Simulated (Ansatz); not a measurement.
Input:

```
ZrSe2
1.0
    3.79880     0.00000     0.00000
   -1.89940     3.28986     0.00000
    0.00000     0.00000    19.09986
Zr Se
1 2
Direct
  0.00000   0.00000   0.50000
  0.33333   0.66667   0.58285
  0.66667   0.33333   0.41715
```

Level of theory: PBE, rigid bands (plane waves, PAW, scalar-relativistic; Ansatz, a program for electronic structure). How the cell was made: cell and atoms relaxed with PBE.

### Question
What conductivity effective mass do dilute electrons have at 300 K?

### Answer
0.39 mₑ.

### Question
And the band gap?

### Answer
0.50 eV at this level; semilocal functionals usually fall short of the measured gap.

Rigid bands, one relaxation time for all states, no polarons. Spin-orbit coupling is left out; where it splits the top of the valence band it changes the hole mass and lowers the gap by about a third of the splitting.

Model free-standing layer, not matched to a measured one here: monolayer ZrSe2.
